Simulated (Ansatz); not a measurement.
Ag on the Zn site in wurtzite ZnO (start: the Zn site; 96-site cell, 2×2×2 shifted sampling). These are PBE, PAW (plane waves to 420 eV; Ansatz, a quantum-chemistry and plane-wave program) values and carry that method's errors. Total energies of the localised charge states, counted from that of charge 0, and their image corrections (point charge with alignment); the host's valence-band maximum lies at 6.706 eV on the cells' energy zero and its gap is 0.74 eV.

| charge | moment (μB) | E − E(first) (eV) | correction (eV) |
|---|---|---|---|
| 0 | 1.0 | 0.000 | 0.000 |
| −1 | not spin-polarised | 7.132 | 0.043 |

Derive the transition levels above the valence-band maximum and say which of them are thermodynamic.

A level is the Fermi energy at which two charges have equal formation energy: ε(q/q′) = [E(q′) + corr(q′) − E(q) − corr(q)] / (q − q′) − E_VBM.
ε(0/−1) = [(7.132 + 0.043) − (0.000 + 0.000)] / 1 − 6.706 = 0.47 eV
Thermodynamic levels at least 0.1 eV inside the gap: (0/−1) at 0.47 eV. They hold to tenths of an eV in this cell. Charges with a result: +1, 0, −1. Others weren't obtained, and one of them could lie lower, also by skipping a charge. At charge +1 the carrier sat in host band states, shallow at most. Flagged in the runs: a host whose relaxation on this sampling wasn't shown to rest, a strain field that reaches the edge of the cell.
